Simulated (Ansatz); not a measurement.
End structure of the (32-51) surface of hcp Be in its 1x1 cell, outermost plane spacing 0.07 Å in the ideal cut:

```
CELL_PARAMETERS angstrom
      5.29930     0.00000     0.00000
     -1.93994     6.69175     0.00000
      0.00000     0.00000    26.50000
ATOMIC_POSITIONS crystal
  Be 0.40314 0.82322 0.30972
  Be 0.98848 0.77868 0.31084
  Be 0.82779 0.45487 0.32560
  Be 0.39487 0.39501 0.32870
  Be 0.23097 0.05943 0.33432
  Be 0.79619 0.99382 0.34158
  Be 0.63072 0.67676 0.35395
  Be 0.19749 0.59979 0.36007
  Be 0.03538 0.28200 0.37112
  Be 0.60299 0.21359 0.37179
  Be 0.43825 0.89423 0.38893
  Be 0.00928 0.82670 0.39241
  Be 0.84194 0.50350 0.40613
  Be 0.41265 0.44187 0.41009
  Be 0.25061 0.11868 0.42083
  Be 0.81859 0.05383 0.42504
  Be 0.65223 0.73273 0.43967
  Be 0.21981 0.66410 0.44386
  Be 0.05630 0.33905 0.45664
  Be 0.62336 0.27453 0.45923
  Be 0.46034 0.95235 0.47328
  Be 0.02835 0.88632 0.47580
  Be 0.86244 0.56418 0.48985
  Be 0.43213 0.49858 0.49355
  Be 0.26823 0.17557 0.50645
  Be 0.83792 0.10996 0.51015
  Be 0.67201 0.78783 0.52420
  Be 0.24002 0.72180 0.52672
  Be 0.07699 0.39962 0.54077
  Be 0.64406 0.33510 0.54336
  Be 0.48055 0.01005 0.55614
  Be 0.04813 0.94141 0.56033
  Be 0.88176 0.62031 0.57496
  Be 0.44975 0.55547 0.57917
  Be 0.28771 0.23227 0.58991
  Be 0.85841 0.17065 0.59387
  Be 0.69108 0.84745 0.60759
  Be 0.26211 0.77992 0.61107
  Be 0.09737 0.46055 0.62821
  Be 0.66498 0.39215 0.62888
  Be 0.50287 0.07436 0.63993
  Be 0.06964 0.99739 0.64605
  Be 0.90417 0.68033 0.65842
  Be 0.46938 0.61471 0.66568
  Be 0.30549 0.27913 0.67130
  Be 0.87256 0.21928 0.67440
  Be 0.71188 0.89547 0.68916
  Be 0.29722 0.85093 0.69028
```

Set-up: 48 atoms, 10.3 Å thick at the start (thin: gaps and levels are the slab's own); mesh 8x6x1; 0.1 eV smearing; dipole correction on; single point; on the structure that PBE left under its start's symmetry; no spin, no spin-orbit, no U.

Question: Give the work function of the top face at the level r2SCAN, at the PBE geometry run with Ansatz (a program for electronic structure).

Answer: 4.40 eV
